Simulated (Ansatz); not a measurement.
Output of an Ansatz run (abridged):

```
Pseudopotentials: kind: paw
Pseudopotential: V, paw, valence charge 13
Crystal: 1 atoms, lattice volume = 14.275 Å³
Basis set: ecut = 420 eV, 321 PW (Γ), exchange–correlation on 36×36×36 points (8 copies of the dense FFT grid, shifted against one another)
Bands: 11, of which v1, the nominal top of the filled ones, is band 7 counted from 1 (6 counted from 0)
Symmetry: 48 space group operations
Space group: Im-3m (ITA 229), of the structure as read, at distance tolerance 2.4e-5 Å
k-points: 256 of 8000
Initial density: superposition of atomic densities (neutral atoms: chi_scale 0, normalization atom), corrected by the library's trained network
Initial wavefunctions: pseudopotential atomic-orbital guess
Eigensolver: davidson
Functional: x = pbe(κ = 0.804, μ = 0.2195149727645171), c = pbe(β = 0.06672455060314922)
SCF iter   1: F=—  HF=-2912.394110 eV  |F-HF|=—  |Δ(HF+E_count)|=         —  Δρ=3.60e-3  dr2=6.32e-4  ethr=1.77e-3  ⟨swp⟩=4.0  Hψ=14208  notcnv=0
all-band conjugate gradients solve this SCF's bands
preconditioner: auto → none
SCF iter   2: F=—  HF=-2912.394046 eV  |F-HF|=—  |Δ(HF+E_count)|=   6.41e-5  Δρ=1.86e-3  dr2=1.61e-4  ethr=4.86e-6  ⟨swp⟩=1.0  Hψ=4864  notcnv=0
SCF iter   3: F=—  HF=-2912.394127 eV  |F-HF|=—  |Δ(HF+E_count)|=   8.10e-5  Δρ=1.14e-3  dr2=1.41e-4  ethr=1.23e-6  ⟨swp⟩=2.0  Hψ=4190  notcnv=0
SCF iter   4: F=—  HF=-2912.394083 eV  |F-HF|=—  |Δ(HF+E_count)|=   4.35e-5  Δρ=4.78e-5  dr2=2.54e-7  ethr=1.08e-6  ⟨swp⟩=2.7  Hψ=4325  notcnv=0
SCF iter   5: F=—  HF=-2912.394079 eV  |F-HF|=—  |Δ(HF+E_count)|=   3.90e-6  Δρ=1.90e-5  dr2=3.37e-8  ethr=1.96e-9  ⟨swp⟩=2.2  Hψ=4275  notcnv=0
SCF iter   6: F=-2912.394079 eV  HF=-2912.394079 eV  |F-HF|=1.01e-10  |Δ(HF+E_count)|=   8.57e-9  Δρ=2.34e-6  dr2=2.69e-10  ethr=2.60e-10  ⟨swp⟩=2.1  Hψ=8994  notcnv=0
SCF 1 converged in 6 iterations: F = -2912.394079 eV  dr2 = 2.69e-10
SCF converged after 6 iterations
Free energy (F): -2912.394079 eV
Harris-Foulkes:  -2912.394079 eV  (|F-HF|=1.01e-10)
Internal energy: -2912.376901 eV  (E = F + TS)
E sigma→0 (E₀):  -2912.385490 eV
Entropy (-TS):   -0.017179 eV (-17.179 meV/atom)
Fermi energy:    15.445587 eV
--- Per-component energies (eV) ---
  E_band       = -158.963224
  E_kinetic    = 334.785376
  E_local      = -934.314051  (includes V_loc(G=0)·N_el)
  E_nonlocal   = -45.837987
  E_hartree    = 424.151111
  E_xc         = -129.977748
  E_vxc        = -164.729996  (∫ρ·V_xc dr)
  E_paw        = -1112.367471  (= ΣΔE_a)
  E_vpaw       = -197.168592  (= ΣTr[D̂ρ^β])
  E_aug_tail   = 0.000253  (compensation charges beyond the density's cutoff)
  E_ewald      = -1448.816385
  E_smearing   = -0.017179  (= −TS)
  E_closure    = 0.000000  (closes the sum)
  Σ components = -2912.394079   (vs F -2912.394079, Δ=0.00e0)
--- Forces (eV/Å), atoms counted from 1 ---
  atom   1  V     -0.00000000    -0.00000000     0.00000000
  max |Σ_I F_I| component: 2.82e-32 eV/Å
--- Stress (GPa, compression-positive) ---
       -9.559397       0.000000      -0.000000
        0.000000      -9.559397      -0.000000
       -0.000000      -0.000000      -9.559397
  P = ⅓ Tr σ = -9.5594 GPa (-95.594 kbar)
  The stress holds the Pulay correction. Without it, at fixed plane waves, as pw.x and ABINIT print it: P = -9.6369 GPa
--- Band table (eV; the first three rows and the last of 256) ---
  k-point 0: bands = ["-48.3252", "-21.7084", "-21.7084", "-21.7084", "8.9820", "15.8403", "15.8403", "15.8403", "17.7128", "17.7128", "35.5162"]
  k-point 1: bands = ["-48.3213", "-21.7274", "-21.7143", "-21.7084", "9.0781", "15.8006", "15.8326", "15.9072", "17.6667", "17.7154", "35.2967"]
  k-point 2: bands = ["-48.3103", "-21.7826", "-21.7314", "-21.7087", "9.3604", "15.6871", "15.7989", "16.1046", "17.5536", "17.7245", "34.6624"]
  k-point 255: bands = ["-48.0587", "-22.2252", "-22.2252", "-22.2252", "12.7003", "12.7003", "18.9012", "18.9012", "18.9012", "25.1202", "25.1202"]
```

The structure:

```
CELL_PARAMETERS angstrom
     -1.52818     1.52818     1.52818
      1.52818    -1.52818     1.52818
      1.52818     1.52818    -1.52818
ATOMIC_POSITIONS crystal
  V  0.00000 0.00000 0.00000
```

### Question
What input produced this log?

### Answer
Other spellings and defaults could give the same log, and not every line can be read from it. The input that was run (DFT, PBE, plane waves, default PAW files):

Ansatz 0.2 input:
```yaml
crystal:
  lattice:
    - [-1.528182, 1.528182, 1.528182]
    - [1.528182, -1.528182, 1.528182]
    - [1.528182, 1.528182, -1.528182]
  atoms:
    - { symbol: V, position: [0.000000, 0.000000, 0.000000] }
basis:
  ecutwfc: 420.0
kpoints:
  mp_grid: { grid: [20, 20, 20] }
hamiltonian:
  xc: pbe
  pseudopotentials: { kind: paw }
scf:
  occupations: { method: gaussian, width: 0.136 }
output:
  forces: true
  eigenvalues: true
  stress: true
```

The starting cell comes from a database of computed structures (which also holds hypothetical and non-ambient phases and stackings), without a prior relaxation at this level. Its lattice was rescaled by a random factor within 2.5 % of one. Spin polarisation is off. With a pressure of about -10 GPa the cell is away from its equilibrium volume at this level. Ansatz's pressure includes its estimate of the finite-basis (Pulay) stress.

Ansatz is a quantum-chemistry and plane-wave program.
